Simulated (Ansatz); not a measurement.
The reference is ZnS in the wurtzite structure (space group P6_3mc, No. 186; a = 3.845 Å, c = 6.306 Å).

Levels (all Ansatz, a quantum-chemistry and plane-wave program, PAW): PBE (420 eV, no spin-orbit coupling); r2SCAN (500 eV, spin-orbit coupling left out); HSE06 (420 eV, spin-orbit coupling left out); PBE+SOC (420 eV, spin-orbit coupling included).

One geometry, relaxed with PBE, under each level:

The valence-band top lists the three highest levels at Γ (Kramers pairs under SOC), from the VBM.

| level | band gap | lowest conduction level above the VBM at special points | valence-band top at Γ | electron mass | hole mass | pressure |
|---|---|---|---|---|---|---|
| PBE | 2.08 eV | Γ 2.08 eV; A 3.47 eV; L 3.53 eV; M 3.68 eV | 0.00, 0.00, -0.07 eV | 0.16 mₑ along c, 0.18 mₑ across (at Γ) | – | 0.00 GPa |
| r2SCAN | 2.64 eV | Γ 2.64 eV; A 4.01 eV; L 3.95 eV; M 4.06 eV | – | 0.17 mₑ along c, 0.20 mₑ across (at Γ) | – | -2.20 GPa |
| HSE06 | ___ | ___ | – | – | – | – |
| PBE+SOC | 2.06 eV | Γ 2.06 eV; A 3.45 eV; L 3.51 eV; M 3.66 eV | 0.00, -0.03, -0.11 eV | 0.16 mₑ along c, 0.18 mₑ across (at Γ) | 1.6 mₑ along c, 0.31 mₑ across (at Γ) | -0.01 GPa |

### Question
Give the withheld HSE06 results.

### Answer

- HSE06, band gap: 3.30 eV
- HSE06, lowest conduction level above the VBM at special points: Γ 3.30 eV; A 4.74 eV; L 4.68 eV

Single points use the geometry relaxed with PBE. Their cutoffs differ, which shifts pressures a little. Differences between runs with and without spin-orbit coupling are approximate. Masses are band curvatures over ±0.01 Å⁻¹ around the edge. Stability against distortions was not tested.
